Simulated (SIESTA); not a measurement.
Worked example: self-consistent single point of ScAu₂ (P1, 3 atoms in the cell) in SIESTA.

Method: LDA PW92, numerical atomic orbitals DZP, PseudoDojo LDA standard norm-conserving potentials (rewritten from UPF to PSML) (SIESTA 5.4.2).

The change in words: lattice scaled by 0.98. Reference geometry:
```
ScAu2
1.0
   -1.77209     1.77209     4.38851
    1.77209    -1.77209     4.38851
    1.77209     1.77209    -4.38851
Sc Au
1 2
Direct
  0.00283   0.00434   0.00551
  0.65758   0.66121   0.99910
  0.33959   0.33445   0.99540
```

Reference input (self-consistent single point, DFT, LDA PW92, numerical atomic orbitals DZP, PseudoDojo LDA standard norm-conserving potentials (rewritten from UPF to PSML)): XC.functional = LDA; XC.authors = PW92; potentials = PseudoDojo LDA standard; PAO.BasisSize = DZP; PAO.EnergyShift = 0.01 Ry; MeshCutoff = 400 Ry; kgrid.MonkhorstPack = 6 6 7; OccupationFunction = FD; ElectronicTemperature = 1160.45 K; MaxSCFIterations = 150; SCF.Mixer.Method = Pulay; SCF.Mixer.Weight = 0.25. This run's input differs from it in these lines:

```diff
@@ -12,5 +12,5 @@
 %block LatticeVectors
-    -3.348774217    3.348774217    8.293072547
-     3.348774217   -3.348774217    8.293072547
-     3.348774217    3.348774217   -8.293072547
+    -3.281798544    3.281798544    8.127211285
+     3.281798544   -3.281798544    8.127211285
+     3.281798544    3.281798544   -8.127211285
 %endblock LatticeVectors
@@ -18,5 +18,5 @@
 %block AtomicCoordinatesAndAtomicSpecies
-     0.023495000    0.013375004    0.013749914  1
-     0.009142154   -0.015190040   10.944334667  2
-    -0.032633805    0.001811687    5.628052218  2
+     0.023025099    0.013107503    0.013474916  1
+     0.008959310   -0.014886238   10.725448223  2
+    -0.031981127    0.001775453    5.515491302  2
 %endblock AtomicCoordinatesAndAtomicSpecies
```

Output, abridged:

```
        iscf     Eharris(eV)        E_KS(eV)     FreeEng(eV)     dDmax    Ef(eV) dHmax(eV)
   scf:    1    -9192.234542    -9300.045438    -9300.123554  1.057598 -1.836217 26.136696
   scf:    2    -9335.948082    -9342.986256    -9343.009258  0.982589 -2.300512 10.867726
   scf:    3    -9346.700610    -9345.126455    -9345.150526  0.456366 -2.490312  5.546160
   scf:    4    -9343.789098    -9345.291838    -9345.323905  0.596609 -3.058079  3.697864
   scf:    5    -9345.620568    -9345.836070    -9345.862572  0.284243 -2.816852  1.298758
   [... 3 lines left out ...]
   scf:    9    -9345.889279    -9345.889271    -9345.916787  0.000842 -2.901988  0.013640
   scf:   10    -9345.889252    -9345.889264    -9345.916794  0.000873 -2.902930  0.000680
   scf:   11    -9345.889265    -9345.889264    -9345.916794  0.000038 -2.902913  0.000018
   scf:   12    -9345.889264    -9345.889264    -9345.916794  0.000002 -2.902913  0.000012
SCF Convergence by DM+H criterion
max |DM_out - DM_in|         :     0.0000020230
max |H_out - H_in|      (eV) :     0.0000120115
SCF cycle converged after 12 iterations

Using DM_out to compute the final energy and forces

siesta: E_KS(eV) =            -9345.8893

siesta: E_KS - E_eggbox =     -9345.8893

siesta: Atomic forces (eV/Ang):
     1   -0.118453   -0.068719   -0.081003
     2   -0.025902    0.072558    0.615738
     3    0.142519   -0.005006   -0.538225
   Tot   -0.001835   -0.001167   -0.003489
   Max    0.615738
   Res    0.282923    sqrt( Sum f_i^2 / 3N )
   Max    0.615738    constrained

Stress tensor Voigt[x,y,z,yz,xz,xy] (kbar):       40.07       39.76       14.51       -0.46       -0.50        0.11
(Free)E + p*V (eV/cell)    -9346.9351
Target enthalpy (eV/cell)    -9345.9168

   [... lines left out ...]
siesta: FreeEng =     -9345.916794
   [... lines left out ...]
siesta:     0.025010    0.000068   -0.000315
siesta:     0.000068    0.024816   -0.000288
siesta:    -0.000315   -0.000288    0.009055

siesta: Cell volume =         51.883442 Ang**3

siesta: Pressure (static):
siesta:                Solid            Molecule  Units
siesta:          -0.00021377         -0.00034869  Ry/Bohr**3
siesta:          -0.01962700         -0.03201513  eV/Ang**3
siesta:         -31.44592235        -51.29388702  kBar
```

The run converged in 12 iterations. Against the reference run the free energy drops by 51.3 meV/atom, the pressure goes from -11.54 to -3.14 GPa and the largest force goes from 0.469 to 0.621 eV/Å.

The starting cell comes from a database of computed structures (which also holds hypothetical and non-ambient phases and stackings), without a prior relaxation at this level. Its atoms were displaced at random from the sites of space group no. 139. For this run, on top of that: lattice scaled by 0.98. Values carry the incompleteness of an atom-centred basis. With a pressure of about -3 GPa the cell is away from its equilibrium volume at this level.
